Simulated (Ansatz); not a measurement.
Start from CaO in the rock salt structure (space group Fm-3m, No. 225; a = 4.767 Å).

Method: DFT with PBEsol, PAW potentials and a 420 eV plane-wave cutoff in Ansatz (a first-principles code), scalar-relativistic without spin-orbit coupling.

One change was made to it. Results:

The shortest interatomic distance decreases by 0.045 Å, from 2.383 Å to 2.338 Å; the hole mass (degenerate bands, along [100]) goes from 0.34, 2.8, 2.8 mₑ (at Γ) to 0.33, 2.7, 2.7 mₑ (at Γ); the smallest direct gap shrinks by 0.06 eV (3.92 eV → 3.86 eV).

Which of these changes matches the shifts?
(A) pressure 0.7 GPa
(B) pressure 7.5 GPa
(C) pressure 0.3 GPa
(D) pressure 1.5 GPa
(E) pressure −2 GPa

B, pressure 7.5 GPa. For comparison, the hole mass in the other runs: pressure 1.5 GPa gives 0.34, 2.8, 2.8 mₑ (at Γ); pressure −2 GPa gives 0.34, 2.8, 2.8 mₑ (at Γ); pressure 0.3 GPa gives 0.34, 2.8, 2.8 mₑ (at Γ); pressure 0.7 GPa gives 0.34, 2.8, 2.8 mₑ (at Γ).

Load acts through the strain it causes; cell and atoms are relaxed under it. Effective masses come from finite differences of ±0.01 Å⁻¹. Stability against distortions was not tested. No other phases were tried under pressure. The base started in Cmce and relaxed to Fm-3m at this level.
